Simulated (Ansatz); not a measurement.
Base system: AgI in the rock salt structure (space group Fm-3m, No. 225; a = 5.985 Å; a model cell, its experimental status unchecked). Axes: x, y, z lie along the cube axes.

Level of theory: PBEsol, PAW, 420 eV (Ansatz, an electronic-structure program; spin-orbit coupling left out).

A first run, uniaxial strain ε_yy = +1.23 %, gives secant values C11 ≈ 67 GPa and C12 ≈ 32 GPa from its stress. A second run applies isotropic strain −0.70 %.

What does linear elasticity predict for the bulk modulus −ΔP/(ΔV/V₀) in the second run, and what does the run give?

Linear elasticity: (C11 + 2 C12)/3 = 44 GPa. The run gives 50 GPa; any difference comes from nonlinear terms at these strains and numerical noise.

Stability against distortions was not tested. This is not the structure that AgI has at room temperature and ambient pressure.
